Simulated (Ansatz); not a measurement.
Results of r²SCAN (Ansatz, a program for electronic structure, plane waves, PAW) for RhCoPt (model structure, P3m1, No. 156, 3 atoms in the cell).

Settings: plane-wave cutoff 560 eV, 24×24×10 k mesh (along the axes of the cell as run), Fermi–Dirac smearing 0.05 eV, spin-polarised with parallel moments, scalar-relativistic PAW data made under PBE.

Cell (relaxed at this level):

```
CELL_PARAMETERS angstrom
      2.68811     0.00000     0.00000
     -1.34406     2.32798     0.00000
      0.00000     0.00000     6.53801
ATOMIC_POSITIONS crystal
  Co 0.00000 0.00000 0.99373
  Pt 0.33333 0.66667 0.32084
  Rh 0.66667 0.33333 0.68544
```
Starting moments (μB, in the order of the record's atoms Co Pt Rh): 1.9 0.3 0.0.

Give the computed bulk modulus.


* **bulk modulus**: 238 GPa

The run finds no gap.

Note: the magnetic order was assumed, not searched for or taken from measurement; the bulk modulus is −V dP/dV from two relaxed cells at ±2 % in volume; the relaxation could raise the start's symmetry but not lower it, so the cell can be a saddle point.

Spin–orbit coupling is not included.

Static lattice: no zero-point or thermal effects.

Computing time: around 24 core-minutes (rough).

A model structure was made by putting elements into a prototype or built by hand; it is no filed structure, need not be a known phase, and can be a saddle point held by its symmetry.
